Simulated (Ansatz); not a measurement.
# Hypothetical cubic perovskite MnTlI3, response to strain

The parent structure is MnTlI₃ in the cubic perovskite structure (space group Pm-3m, No. 221; ferromagnetic; a hypothetical phase, not in the database extracts checked).

```
MnTlI3
1.0
    5.73914     0.00000     0.00000
    0.00000     5.73914     0.00000
    0.00000     0.00000     5.73914
Tl Mn I
1 1 3
Direct
  0.00000   0.00000   0.00000
  0.50000   0.50000   0.50000
  0.00000   0.50000   0.50000
  0.50000   0.50000   0.00000
  0.50000   0.00000   0.50000
```

Cartesian axes are those of the cell as printed.

Strains are applied to the cell and any free atomic positions relax; under biaxial strain the out-of-plane vector relaxes too; under stress the whole cell relaxes.

All numbers come from Ansatz (an electronic-structure program), r2SCAN, PAW, cutoff 500 eV, no spin-orbit coupling.

Notes on the quantities. pressure: mean of the normal stresses, compression positive; energy relative to the base: free energy F.

```csv
variant,pressure,energy relative to the base,largest site moment,band gap
base,0.01 GPa,0 meV/atom,4.57 μB,0.69 eV
"biaxial strain −3.18 %, plane normal [001], relaxed out of plane",1.20 GPa,+13 meV/atom,4.51 μB,0.45 eV
"biaxial strain +2.30 %, plane normal [001], relaxed out of plane",-0.61 GPa,+5.2 meV/atom,4.57 μB,0.59 eV
"biaxial strain +4.41 %, plane normal [110], relaxed out of plane",-1.10 GPa,+18 meV/atom,4.60 μB,0.54 eV
uniaxial strain ε_zz = +4.70 %,-0.9 GPa,+9.3 meV/atom,4.59 μB,0.57 eV
uniaxial strain ε_zz = +4.85 %,-1.0 GPa,+9.8 meV/atom,4.59 μB,0.56 eV
tensor shear ε_yz = −0.79 %,0.0 GPa,+0.3 meV/atom,4.57 μB,0.69 eV
"uniaxial stress, 0.5 GPa compression along z",–,+0.8 meV/atom,4.55 μB,0.62 eV
```

Other magnetic orders, which the real material may have, were not ruled out. Spin-orbit coupling, missing from the scalar runs, can matter with I and Tl. Beyond what the load breaks, stability against distortions was not tested. Many cubic perovskites are stable only at high temperature; tilts and polar distortions were not tested.
